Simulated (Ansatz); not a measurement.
Start from PbSe in the rock salt structure (space group Fm-3m, No. 225; a = 6.178 Å).

Computed with plane-wave PAW DFT at the r2SCAN level (Ansatz, a program for electronic structure, 500 eV), without spin-orbit coupling, earlier PAW set.

For the base:

* **Gap between the host's bands**: 0.67 eV
* **Gap character**: direct at L

Modification: hole doping at 2.0×10^21 cm⁻³ (0.118 per cell), with a uniform compensating background at fixed cell and a 300 K Fermi–Dirac width.

### Question
Estimate the effect on the gap between the host's bands, Fermi level from band edge and gap character.

### Answer
The gap between the host's bands rises by 0.05 eV (0.67 eV → 0.72 eV); the Fermi level relative to the doped band's edge (positive inside the band; to 0.05 eV) comes out as +0.50 eV; the gap character remains direct at L.

Charged cell with a jellium background: band edges are those of the host's band count, energies are not comparable with the neutral cell, and many-body gap narrowing is missing. Spin-orbit coupling, missing from the scalar runs, can matter with Pb. Stability against distortions was not tested.
